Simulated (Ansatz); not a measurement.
# Cu3N: biaxial strain −2.50 %, plane normal [111], relaxed out of plane

Consider Cu$_{3}$N (space group Pm-3m, No. 221; a = 3.827 Å). Axes: x, y, z lie along the cube axes.

Perturbation: compressive biaxial strain of 2.50 % in the plane normal to [111], as in epitaxy on a mismatched substrate; the out-of-plane cell vector and the atoms relax.

Calculations: PBE (Ansatz, an electronic-structure program), no spin-orbit coupling. k-mesh 9×9×9 (Γ-centred); smearing 0.05 eV (Fermi–Dirac).

The volume per atom falls by 0.20 Å³ (14.01 Å³ → 13.81 Å³) and the space group becomes R-3m (No. 166) (base: Pm-3m (No. 221)). The shortest interatomic distance shrinks by 0.014 bohr, from 3.616 bohr to 3.602 bohr and the energy increases by 5.4 meV/atom. The pressure (mean of the normal stresses, compression positive) goes from zero to 16.9 kbar and the band gap decreases by 0.14 eV (0.22 eV → 0.08 eV) (uncertain: the Fermi level lies in a band; the changed cell). The out-of-plane strain is +3.70 % and the ratio −ε⊥/ε∥ is 1.48. The mean in-plane stress (compression positive) amounts to +2.5 GPa.

No phonon test of stability was made. All final runs are without spin polarisation. The zero or small gap of Cu3N can change with the level of theory.
